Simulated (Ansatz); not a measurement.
The reference is PtSe₂ in the CdI2 type structure (space group P-3m1, No. 164; layered; relaxed with 0.1 eV smearing).

```yaml
crystal:
  lattice:
    - [3.77223, 0.00000, 0.00000]
    - [-1.88611, 3.26684, 0.00000]
    - [0.00000, 0.00000, 4.82115]
  atoms:
    - { symbol: Pt, position: [0.00000, 0.00000, 0.00000] }
    - { symbol: Se, position: [0.33333, 0.66667, 0.26550] }
    - { symbol: Se, position: [0.66667, 0.33333, 0.73450] }
```

All numbers come from PBE-D3(BJ) (Ansatz, a quantum-chemistry and plane-wave program; PAW; 420 eV plane waves; spin-orbit coupling left out).

Base values:

```
Item        Value
--------  -------
Pressure  0.0 GPa
Band gap     zero
```

It is then changed as follows: an isotropic linear strain of +0.50 %; the atoms relax in the strained cell.

Task: Estimate the effect on the largest internal atomic displacement, pressure, energy relative to the base and band gap.

Result: The largest internal atomic displacement comes out as 0.013 Å; the pressure (mean of the normal stresses, compression positive) goes from zero to -1.2 GPa; the energy increases by 1.1 meV/atom; the band gap is still zero.

No phonon test of stability was made. The final runs are not spin-polarised. The zero or small gap of PtSe2 can change with the level of theory.
